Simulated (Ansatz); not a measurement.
The parent structure is RuP₂ (space group Pnnm, No. 58; a = 5.103 Å, b = 5.869 Å, c = 2.862 Å).

All numbers come from PBEsol/PAW in Ansatz (a quantum-chemistry and plane-wave program), no SOC.

Base values:

```
Quantity                         Result
-----------------------------  --------
Width of the top valence band   1.34 eV
Volume per atom                14.28 Å³
Band gap                        0.47 eV
Smallest direct gap             1.06 eV
```

It is then changed as follows: a hydrostatic pressure of 10 GPa.

**Question.** Predict the new width of the top valence band, volume per atom, band gap and smallest direct gap.

**Answer.** The width of the top valence band goes up by 0.174 eV to 1.52 eV; the volume per atom shrinks by 0.618 Å³ (14.28 Å³ → 13.67 Å³); the band gap falls by 0.06 eV to 0.41 eV; the smallest direct gap goes up by 0.05 eV, from 1.06 eV to 1.11 eV.

Load acts through the strain it causes; cell and atoms are relaxed under it. Stability against distortions was not tested. No other phases were tried under pressure.
